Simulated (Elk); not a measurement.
Input and output of a self-consistent single point for In2Sb (P1, 6 atoms in the cell) (Elk).

Level of theory: Elk with LDA (PW92), all-electron FP-LAPW, Elk's shipped species files, default APW+lo basis.

The change in words: atoms moved at random. Reference geometry:
```yaml
crystal:
  lattice:
    - [5.37990, 0.00000, 0.00000]
    - [-2.68995, 4.65913, 0.00000]
    - [0.00000, 0.00000, 6.72255]
  atoms:
    - { symbol: In, position: [0.66667, 0.33333, 0.25000] }
    - { symbol: In, position: [0.33333, 0.66667, 0.75000] }
    - { symbol: In, position: [0.00000, 0.00000, 0.50000] }
    - { symbol: In, position: [0.00000, 0.00000, 0.00000] }
    - { symbol: Sb, position: [0.66667, 0.33333, 0.75000] }
    - { symbol: Sb, position: [0.33333, 0.66667, 0.25000] }
```

Reference input (self-consistent single point, DFT, LDA (PW92), all-electron FP-LAPW, Elk's shipped species files, default APW+lo basis): swidth = 0.00499791 Ha; ngridk = 5 5 4; maxscl = 100. This run's input differs from it in these lines:

```diff
@@ -24,10 +24,10 @@
   4
-  0.6666666667  0.3333333333  0.2500000000    0.0 0.0 0.0
-  0.3333333333  0.6666666667  0.7500000000    0.0 0.0 0.0
-  0.0000000000  0.0000000000  0.5000000000    0.0 0.0 0.0
-  0.0000000000  0.0000000000  0.0000000000    0.0 0.0 0.0
+  0.6645250000  0.3176210000  0.2407980000    0.0 0.0 0.0
+  0.3335510000  0.6622540000  0.7445320000    0.0 0.0 0.0
+  -0.0039440000  0.0015440000  0.4958410000    0.0 0.0 0.0
+  -0.0010800000  0.0101830000  0.0098470000    0.0 0.0 0.0
   'Sb.in'
   2
-  0.6666666667  0.3333333333  0.7500000000    0.0 0.0 0.0
-  0.3333333333  0.6666666667  0.2500000000    0.0 0.0 0.0
+  0.6778390000  0.3396560000  0.7551740000    0.0 0.0 0.0
+  0.3291090000  0.6687410000  0.2538070000    0.0 0.0 0.0
```

Output (repeated stretches shortened):

```
│ Self-consistent loop started │
│ Loop number : 1 │
 total energy                :     -36482.0012034
│ Loop number : 2 │
 total energy                :     -36482.0502239
RMS change in Kohn-Sham potential (target) :   0.6248418074E-01 (  0.1000000000E-05)
Absolute change in total energy (target)   :   0.4902050499E-01 (  0.1000000000E-03)
│ Loop number : 3 │
 total energy                :     -36481.8982443
RMS change in Kohn-Sham potential (target) :   0.6017110095E-01 (  0.1000000000E-05)
Absolute change in total energy (target)   :   0.1397245568     (  0.1000000000E-03)
│ Loop number : 4 │
   [... lines left out ...]
Absolute change in total energy (target)   :   0.9912536552E-03 (  0.1000000000E-03)
│ Loop number : 15 │
 total energy                :     -36468.6805623
RMS change in Kohn-Sham potential (target) :   0.3966128922E-07 (  0.1000000000E-05)
Absolute change in total energy (target)   :   0.1715513426E-03 (  0.1000000000E-03)
│ Loop number : 16 │
 total energy                :     -36468.6805705
RMS change in Kohn-Sham potential (target) :   0.2361416809E-07 (  0.1000000000E-05)
Absolute change in total energy (target)   :   0.3459493746E-04 (  0.1000000000E-03)
Convergence targets achieved

│ Loop number : 17 │

Energies :
 Fermi                       :     0.200486477912
 total energy                :     -36468.6805732

Density of states at Fermi energy :    59.44449583
 (states/Hartree/unit cell)

Estimated indirect band gap :   0.3761124619E-02
 from k-point      1 to k-point     44
Estimated direct band gap   :   0.2036852619E-01
 at k-point      1

Charges :
 core                        :    192.0000000
 valence                     :    106.0000000
 interstitial                :    11.01577813
 muffin-tins (core leakage)
  species :    1 (In)
   atom    1                 :    47.30105205     (  0.1317149994E-03)
   atom    2                 :    47.28973079     (  0.1315833732E-03)
   atom    3                 :    47.25197075     (  0.1312419206E-03)
   atom    4                 :    47.25534219     (  0.1312793776E-03)
  species :    2 (Sb)
   atom    1                 :    48.93983732     (  0.7979180341E-03)
   atom    2                 :    48.94628878     (  0.7985554187E-03)
 total in muffin-tins        :    286.9842219
 total calculated charge     :    297.9879671
 total charge                :    298.0000000
 error                       :   0.1203289355E-01

│ Self-consistent loop stopped │
```

The run converged in 17 iterations. The count includes the last loop, which Elk runs after its targets are met. Against the reference run the free energy rises by 4.0 meV/atom.

The starting cell comes from a database of computed structures (which also holds hypothetical and non-ambient phases and stackings), without a prior relaxation at this level. For this run, on top of that: atoms moved at random. Spin-orbit coupling is off. Values depend on the basis (sphere radii, cutoffs, local orbitals), which need not be converged. The run gives no clean gap (levels at the Fermi energy touch, overlap or are partly filled at this smearing), which alone does not show that the compound is a metal. The log's line on a gap gives a spacing of levels on this mesh, which the program prints for metals too.

Cost on one core of a shared machine: roughly 6 min.
